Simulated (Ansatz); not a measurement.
# C: energy against strain

C (diamond, Fd-3m, 5.641 Å³/atom at rest) under an equal strain ε in the (111) plane with the normal axis free, as in a coherent film. r2SCAN in Ansatz, a plane-wave DFT program (PAW, default set), 500 eV, 16×16×16 Γ-centred mesh, Fermi-Dirac smearing 0.05 eV; ions are relaxed within the symmetry of each cell.

Here s stands for strain and y for E less E0.

```
strain (%)  E less E0 (meV/atom)
----------  --------------------
-1.25                       7.31
-0.83                       3.19
-0.42                       0.81
0.00                        0.00
0.42                        0.79
0.83                        3.05
1.25                        6.86
2.50                           ?
```

### Question
Using a parabola, estimate the missing y at s = 2.50 from the other rows, showing the fit.

### Answer
Least squares gives y = -0.001 - 0.1415·s + 4.5344·s². Residuals (row less fit): 0.049, -0.050, -0.048, 0.001, 0.051, 0.045, -0.047; standard error 0.059 (degrees of freedom: 4). Twice the quadratic coefficient over the volume, 2 × 4.5344 meV × 10⁴ × 0.1602 / 5.641 Å³, is twice the biaxial elastic modulus of this plane = 2576 ± 21 GPa. At the withheld row, y = -0.001 - 0.1415 × 2.50 + 4.5344 × 2.50² = 27.985 meV/atom. The calculation gives 26.60 meV/atom, 1.385 meV/atom below the prediction (5.2 % of the range of y in the table). The row lies outside the fitted rows, so this is an extrapolation. From the scatter of the fitted rows alone, a prediction at this place has a standard error of 0.227 meV/atom, so the miss is 6.1 times that.

One order more, fitted to all 13 runs of the series, follows each within 0.01, so the miss is the next term of a smooth law. Rows are the converged runs of the series near zero and its far end; series whose fitted rows scatter by over a few per cent of the range, as at a crossing or softening among them, aren't shown in this form. Most that stay on the fit to the last digits aren't either.
